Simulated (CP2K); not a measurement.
CP2K run on TiGeSb (P1, 6 atoms in the cell): self-consistent single point.

Method: PBEsol, GPW, DZVP-MOLOPT-SR-GTH basis, GTH-PBE potentials (GTH_POTENTIALS) in CP2K.

The change in words: atoms moved at random. Reference geometry:
```yaml
crystal:
  lattice:
    - [3.66286, 0.00000, 0.00000]
    - [0.00000, 3.66286, 0.00000]
    - [0.00000, 0.00000, 8.17256]
  atoms:
    - { symbol: Ti, position: [0.00000, 0.50000, 0.75285] }
    - { symbol: Ti, position: [0.50000, 0.00000, 0.24715] }
    - { symbol: Ge, position: [0.00000, 0.00000, 0.00000] }
    - { symbol: Ge, position: [0.50000, 0.50000, 0.00000] }
    - { symbol: Sb, position: [0.00000, 0.50000, 0.38354] }
    - { symbol: Sb, position: [0.50000, 0.00000, 0.61646] }
```

Reference input (self-consistent single point, DFT PBEsol, GPW, DZVP-MOLOPT-SR-GTH basis, GTH-PBE potentials (GTH_POTENTIALS)): CUTOFF = 600 Ry; REL_CUTOFF = 60 Ry; SMEAR/METHOD = GAUSSIAN; SIGMA = 0.136 eV; KPOINTS/SCHEME = MONKHORST-PACK 7 7 3; XC_FUNCTIONAL = PBE:PBESOL; Ti/BASIS_SET = DZVP-MOLOPT-SR-GTH; Ti/POTENTIAL = GTH-PBE-q12; Ge/BASIS_SET = DZVP-MOLOPT-SR-GTH; Ge/POTENTIAL = GTH-PBE-q4; Sb/BASIS_SET = DZVP-MOLOPT-SR-GTH; Sb/POTENTIAL = GTH-PBE-q5. This run's input differs from it in these lines:

```diff
@@ -72,8 +72,8 @@
       SCALED
-      Ti       0.00000000     0.50000000     0.75285000
-      Ti       0.50000000     0.00000000     0.24715000
-      Ge       0.00000000     0.00000000     0.00000000
-      Ge       0.50000000     0.50000000     0.00000000
-      Sb       0.00000000     0.50000000     0.38354000
-      Sb       0.50000000     0.00000000     0.61646000
+      Ti      -0.00990400     0.49542900     0.74927300
+      Ti       0.51404800     0.00039200     0.24484100
+      Ge       0.00782800     0.01836600     0.01000700
+      Ge       0.48526000     0.49849100    -0.00539400
+      Sb      -0.00428800     0.50500400     0.38518100
+      Sb       0.50705700    -0.01768200     0.61609200
     &END COORD
```

Log, with long lists cut:

```
 SCF WAVEFUNCTION OPTIMIZATION

  Step     Update method      Time    Convergence         Total energy    Change
     1 NoMix/Diag. 0.30E+00      -     1.83483274      -136.2760213985 -1.36E+02
     2 Broy./Diag. 0.30E+00      -     0.08759374      -135.3055794571  9.70E-01
     3 Broy./Diag. 0.30E+00      -     0.03856277      -136.2261103640 -9.21E-01
     4 Broy./Diag. 0.30E+00      -     0.04512218      -135.4180384540  8.08E-01
     5 Broy./Diag. 0.30E+00      -     0.03656992      -135.1241526148  2.94E-01
     6 Broy./Diag. 0.30E+00      -     0.00200485      -135.1515424842 -2.74E-02
   [... 3 lines left out ...]
    10 Broy./Diag. 0.30E+00      -     0.00002151      -135.1704541888  5.54E-05
    11 Broy./Diag. 0.30E+00      -     0.00000818      -135.1705219004 -6.77E-05
    12 Broy./Diag. 0.30E+00      -     0.00000221      -135.1704940779  2.78E-05
    13 Broy./Diag. 0.30E+00      -     0.00000091      -135.1704860454  8.03E-06
  *** SCF run converged in    13 steps ***

  Overlap energy of the core charge distribution:               0.00000000369297
  Self energy of the core charge distribution:               -254.42122466332873
  Core Hamiltonian energy:                                     63.60885458948924
  Hartree energy:                                              75.47528041047663
  Exchange-correlation energy:                                -19.83241808441458
  Smearing free energy correction:                             -0.00097830123622
  Fermi energy:                                                 0.32630934087649

  Total energy:                                              -135.17048604536117
  Total energy (extrapolated to sigma->0):                   -135.16999689474306

   [... lines left out ...]

 STRESS| Analytical stress tensor [bar]
 STRESS|                        x                   y                   z
 STRESS|      x        6.34802286756E+04   1.44997105905E+03   5.76939147002E+03
 STRESS|      y        1.44997105905E+03   5.58300735350E+04  -3.98187701431E+03
 STRESS|      z        5.76939147002E+03  -3.98187701431E+03   3.81973744016E+04
 STRESS| 1/3 Trace                                             5.25025588707E+04
```

The run converged in 13 iterations. Against the reference run the free energy goes up by 21.1 meV/atom, the pressure goes from 4.77 to 5.25 GPa and the largest force goes from 0.120 to 0.924 eV/Å.

The starting cell comes from a database of computed structures (which also holds hypothetical and non-ambient phases and stackings), without a prior relaxation at this level. Its lattice was rescaled by a random factor within 2.5 % of one. For this run, on top of that: atoms moved at random. Spin polarisation is off. Values carry the incompleteness of an atom-centred basis. The potentials were made for another functional than the one used. With a pressure of about 5 GPa the cell is away from its equilibrium volume at this level.

Cost on one core of a shared machine: roughly 60 s.
